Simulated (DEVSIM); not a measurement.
Device: abrupt Si n-p junction, at 300 K.

Layer 1 from the left is Si, thickness (μm) 49.0, Nd (cm⁻³) 7.6e18, τn (s) 0.00071, τp (s) 0.00071. Layer 2 from the left is Si, thickness (μm) 170, Na (cm⁻³) 3.1e16, τn (s) 0.00071, τp (s) 0.00071.

Left contact: ohmic. Right contact: ohmic. Voltage is applied to the left contact. Recombination: SRH at mid-gap, radiative. Mobility is μmin + (μ − μmin)/(1 + (N/Nref)^α).

This is a model device: material constants are rounded textbook-type values typed into the input, and sizes, dopings and lifetimes were drawn at random. Values at 300 K.

Si: gap (eV) 1.124, affinity (eV) 4.05, permittivity 11.7, Nc (cm⁻³) 2.86e19, Nv (cm⁻³) 3.1e19, μn (cm²/Vs) 1417, μp (cm²/Vs) 470, μn,min 52, μp,min 45, Nref,n 9.7e16, Nref,p 2.2e17, αn 0.68, αp 0.72, B (cm³/s) 4.7e-15.

DEVSIM, 1D drift-diffusion, Boltzmann statistics, complete ionisation; no tunnelling, impact ionisation, image-force lowering or self-heating.

Dark forward current:

```tsv
|V| (V)	|J| (A/cm²)
0.10	5.396e-11
0.15	3.334e-10
0.20	2.175e-9
0.25	1.466e-8
0.30	1.003e-7
0.35	6.909e-7
0.40	4.771e-6
0.45	3.298e-5
0.50	0.0002280
0.55	0.001577
0.60	0.01090
0.65	0.07507
0.70	0.5045
0.75	3.026
0.80	14.02
0.85	49.32
0.90	140.0
0.95	328.5
1.00	638.5
1.05	1059
1.10	1567
1.15	2147
```

Q: Work out the local ideality factor n = ΔV / (kT/q · ln(J2/J1)) between the rows 0.15 and 0.20 V, 0.50 and 0.55 V, 1.10 and 1.15 V.

A: kT/q = 25.85 mV. From 0.15 to 0.20 V: ln(2.175e-9/3.334e-10) = 1.875, n = 1.03, near the 1 of diffusion or emission over a barrier. From 0.50 to 0.55 V: ln(0.001577/0.0002280) = 1.934, n = 1.00, near the 1 of diffusion or emission over a barrier. From 1.10 to 1.15 V: ln(2147/1567) = 0.315, n = 6.14.

Q: Estimate the current at 0.40 V from the Shockley equation with J0 = Σ q ni² D/(N L) coth(W/L), τ joining the SRH, radiative and Auger lifetimes that are on, and W taken as the whole layer.

A: ni² = 1.16e20 cm⁻⁶; holes in the n layer: μ = 75.8 cm²/Vs, D = 1.96 cm²/s, τ = 2.69e-5 s, L = 72.6 μm, W/L = 0.67, term 1.12e-15 A/cm²; electrons in the p layer: μ = 987 cm²/Vs, D = 25.5 cm²/s, τ = 0.000643 s, L = 1280 μm, W/L = 0.13, term 9.04e-13 A/cm². J0 = 9.05e-13 A/cm², and J = J0 exp(qV/kT) = 4.75e-6 A/cm². The simulation gives 4.77e-6 A/cm², the same within the digits that matter. The estimate leaves out recombination in the depletion region and that region's share of W.
